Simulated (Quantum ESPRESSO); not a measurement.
Quantum ESPRESSO run on MgNiF6 (P1, 8 atoms in the cell): self-consistent single point.

Method of the run: LDA (PZ), GBRV 1.5 ultrasoft (LDA) pseudopotentials (plane waves; Quantum ESPRESSO).

The change in words: atoms moved at random. Reference geometry:
```xyz
8
Lattice="2.4015 1.3865 4.3571 -2.4015 1.3865 4.3571 0.0000 -2.7730 4.3571" Properties=species:S:1:pos:R:3 pbc="T T T"
Mg     0.0000     0.0000     6.5356
Ni     0.0000     0.0000     0.0000
F     -0.9519     1.3228     5.3875
F      0.9519    -1.3228     7.6838
F     -0.6696    -1.4858     5.3875
F      0.6696     1.4858     7.6838
F      1.6215     0.1630     5.3875
F     -1.6215    -0.1630     7.6838
```

Reference input (self-consistent single point, DFT, LDA (PZ), plane waves, GBRV 1.5 ultrasoft (LDA) pseudopotentials): ecutwfc = 50 Ry; ecutrho = 400 Ry; occupations = smearing; smearing = fd; degauss = 0.0099958 Ry; potentials = {Mg: mg_lda_v1.4.uspp.F.UPF, Ni: ni_lda_v1.4.uspp.F.UPF, F: f_lda_v1.4.uspp.F.UPF}; K_POINTS = automatic 6 6 6 0 0 0; conv_thr = 1e-11 Ry; mixing_beta = 0.5. This run's input differs from it in these lines:

```diff
@@ -28,14 +28,14 @@
 CELL_PARAMETERS {angstrom}
-   2.401474794     1.386492119     4.357080000
-  -2.401474794     1.386492119     4.357080000
-   0.000000000    -2.772984238     4.357080000
+   2.401475000     1.386492000     4.357080000
+  -2.401475000     1.386492000     4.357080000
+   0.000000000    -2.772984000     4.357080000
 ATOMIC_POSITIONS {crystal}
-Mg    0.500000000    0.500000000    0.500000000
-Ni    0.000000000    0.000000000    0.000000000
-F     0.372970000    0.769367000    0.094150000
-F     0.627030000    0.230633000    0.905850000
-F     0.094150000    0.372970000    0.769367000
-F     0.905850000    0.627030000    0.230633000
-F     0.769367000    0.094150000    0.372970000
-F     0.230633000    0.905850000    0.627030000
+Mg    0.502995000    0.500422000    0.492534000
+Ni   -0.001073000    0.004086000    0.004392000
+F     0.374911000    0.765965000    0.097808000
+F     0.630154000    0.225770000    0.917328000
+F     0.101834000    0.375483000    0.759828000
+F     0.912315000    0.629672000    0.213396000
+F     0.758274000    0.082687000    0.384979000
+F     0.220588000    0.915915000    0.629736000
 K_POINTS {automatic}
```

Log, with long lists cut:

```
     Self-consistent Calculation

     iteration #  1     ecut=    50.00 Ry     beta= 0.50

---- Real-time Memory Report at c_bands before calling an iterative solver
           337 MiB given to the printing process from OS
           311 MiB allocation reported by mallinfo(arena+hblkhd)
------------------

     total energy              =    -757.29397589 Ry
     estimated scf accuracy    <       5.75024135 Ry

     iteration #  2     ecut=    50.00 Ry     beta= 0.50

---- Real-time Memory Report at c_bands before calling an iterative solver
           593 MiB given to the printing process from OS
   [... lines left out ...]

---- Real-time Memory Report at c_bands before calling an iterative solver
           613 MiB given to the printing process from OS
           348 MiB allocation reported by mallinfo(arena+hblkhd)
------------------

     total energy              =    -759.94619242 Ry
     estimated scf accuracy    <          1.5E-10 Ry

     iteration # 15     ecut=    50.00 Ry     beta= 0.50

---- Real-time Memory Report at c_bands before calling an iterative solver
           613 MiB given to the printing process from OS
           348 MiB allocation reported by mallinfo(arena+hblkhd)
------------------
     End of self-consistent calculation

     the Fermi energy is     2.9066 ev

!    total energy              =    -759.94619242 Ry
     estimated scf accuracy    <          3.1E-12 Ry
     smearing contrib. (-TS)   =      -0.00118851 Ry
     internal energy E=F+TS    =    -759.94500391 Ry

     convergence has been achieved in  15 iterations

     Forces acting on atoms (cartesian axes, Ry/au):

     atom    1 type  1   force =     0.00238721   -0.00721698    0.01636537
     atom    2 type  2   force =     0.02620219    0.00976773   -0.01917122
     atom    3 type  3   force =    -0.01354333    0.00270203   -0.00289281
     atom    4 type  3   force =    -0.01950058    0.01370377   -0.01308466
     atom    5 type  3   force =     0.00098126   -0.02035505    0.00011092
   [... lines left out ...]

     Total force =     0.058256     Total SCF correction =     0.000007

          total   stress  (Ry/bohr**3)                   (kbar)     P=      -40.32
  -0.00024012   0.00002293   0.00005348          -35.32        3.37        7.87
   0.00002293  -0.00030334  -0.00003470            3.37      -44.62       -5.11
   0.00005348  -0.00003470  -0.00027888            7.87       -5.11      -41.02

   JOB DONE.
```

The run converged in 15 iterations. Against the reference run the free energy rises by 10.9 meV/atom, the pressure goes from -4.37 to -4.03 GPa, the largest force goes from 0.175 to 0.872 eV/Å and the gap on the mesh goes from 1.375 to 1.338 eV.

The starting cell comes from a database of computed structures (which also holds hypothetical and non-ambient phases and stackings), without a prior relaxation at this level. For this run, on top of that: atoms moved at random. With a pressure of about -4 GPa the cell is away from its equilibrium volume at this level.

Cost on one core of a shared machine: roughly 5 min.
